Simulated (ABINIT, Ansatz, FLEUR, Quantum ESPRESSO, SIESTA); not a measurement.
# Code comparison for ReTc (P1, 2 atoms in the cell)

Self-consistent single point, at a second geometry (atoms moved at random). First geometry:

```
CELL_PARAMETERS angstrom
      2.74930     0.00000     0.00000
     -1.37465     2.38096     0.00000
      0.00000     0.00000     4.44027
ATOMIC_POSITIONS crystal
  Tc 0.66667 0.33333 0.00000
  Re 0.00000 0.00000 0.50000
```

Second geometry:
```
CELL_PARAMETERS angstrom
      2.74930     0.00000     0.00000
     -1.37465     2.38096     0.00000
      0.00000     0.00000     4.44027
ATOMIC_POSITIONS crystal
  Tc 0.65218 0.32542 0.00202
  Re 0.01449 0.00792 0.49798
```

Shared settings, as Ansatz (an electronic-structure program) writes them: kpoints.mp_grid.grid = 11 11 6; scf.occupations.method = gaussian; scf.occupations.width = 0.2 eV. Potentials and cutoffs stand in the table.

```json
[
 {"code": "Quantum ESPRESSO", "model": "PBEsol, GBRV 1.5 ultrasoft (PBESOL) pseudopotentials", "ΔF from the first geometry (meV/atom)": "5.0", "pressure (GPa)": "-6.44", "largest force (eV/Å)": "0.278", "cutoff": "40 Ry"},
 {"code": "FLEUR", "model": "PBEsol, all-electron FLAPW (FLEUR), scalar-relativistic valence", "ΔF from the first geometry (meV/atom)": "–", "pressure (GPa)": "–", "largest force (eV/Å)": "0.287", "cutoff": "Kmax 4.2 1/bohr"},
 {"code": "SIESTA", "model": "GGA PBEsol, numerical atomic orbitals DZP, PseudoDojo PBEsol standard norm-conserving potentials (rewritten from UPF to PSML)", "ΔF from the first geometry (meV/atom)": "5.3", "pressure (GPa)": "-8.52", "largest force (eV/Å)": "0.286", "cutoff": "grid 400 Ry"},
 {"code": "ABINIT", "model": "PBEsol, PAW (JTH v2.0 PBE PAW, files made for PBE)", "ΔF from the first geometry (meV/atom)": "5.1", "pressure (GPa)": "-6.23", "largest force (eV/Å)": "0.280", "cutoff": "544 eV"},
 {"code": "Ansatz", "model": "PBEsol, PAW files", "ΔF from the first geometry (meV/atom)": "5.0", "pressure (GPa)": "-5.79", "largest force (eV/Å)": "0.277", "cutoff": "default"}
]
```

A dash marks a value that a program does not give, or that is left out as unsure.

On Ansatz's run: spin-orbit coupling is off. Spin polarisation is off.

The spread over the programs that give each value: ΔF from the first geometry within 0.3 meV/atom; pressure within 2.73 GPa; largest force within 0.010 eV/Å.

SIESTA uses small atom-centred bases, whose incompleteness enters pressures, forces and empty levels differently from a plane-wave cutoff. FLEUR treats all electrons, but the usual bases taken here (sphere radii, linearisation, local orbitals, empty states) were not tested for convergence, so the values are no reference for the others. Ansatz's pressure is given at a fixed set of plane waves, as the other plane-wave codes print theirs. In the pressure, SIESTA (by 2.30) lies more than 1 GPa from the median of the plane-wave programs.

The starting cell comes from a database of computed structures (which also holds hypothetical and non-ambient phases and stackings), without a prior relaxation at this level. For this run, on top of that: atoms moved at random.

Keys are those of Ansatz 0.2.
